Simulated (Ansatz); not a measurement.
SrO under load (space group I4/mmm), r2SCAN, rigid bands (Ansatz, a quantum-chemistry and plane-wave program). Condition of this run: biaxial stress in (001) of 3.6 GPa (compression positive) (the target of the relaxation). Band gap 3.72 eV, N_c = 2.19e19 cm⁻³ and N_v = 2.47e20 cm⁻³ at 300 K, conductivity masses along z (a = (0.00, 2.52, 2.58) Å; b = (2.52, 0.00, 2.58) Å; c = (2.52, 2.52, 0.00) Å) of 0.408 mₑ (electrons) and 4.93 mₑ (holes). Take k_BT = 0.02585 eV.

### Question
A film of it is 2 nm thick, with its normal along the direction named. Estimate the confinement energies in an infinite well.

### Answer
ħ²π²/(2m t²) = 0.376 eV·nm²/(m/mₑ × t²) gives 230 meV for electrons and 19.1 meV for holes, so the gap would widen to about 3.97 eV. Finite barriers and nonparabolic bands lower this, and with several valleys or bands the heaviest mass along the normal sets the lowest level, not this average.

### Question
Find the intrinsic carrier density and the intrinsic Fermi level.

### Answer
n_i = √(N_c N_v) exp(−E_g/2k_BT) = 7.35e19 × exp(−71.95) = 4.2e-12 cm⁻³. The level lies (k_BT/2) ln(N_v/N_c) = 31 meV from mid-gap (positive towards the conduction band). Each 0.1 eV added to the gap lowers n_i by a factor of 6.9.

### Question
What thermal injection velocity √(2k_BT/πm) limits a ballistic channel along the direction named?

### Answer
8.42e6 cm/s for electrons and 2.42e6 cm/s for holes, a ratio of √(m_h/m_e) = 3.48, for dilute carriers.

Rigid bands with the computed gap; masses take one relaxation time for all states. Spin-orbit coupling is left out; where it splits the top of the valence band, N_v and the p-type Seebeck coefficient come out somewhat high without it. Geometry: cell and atoms relaxed with PBEsol.
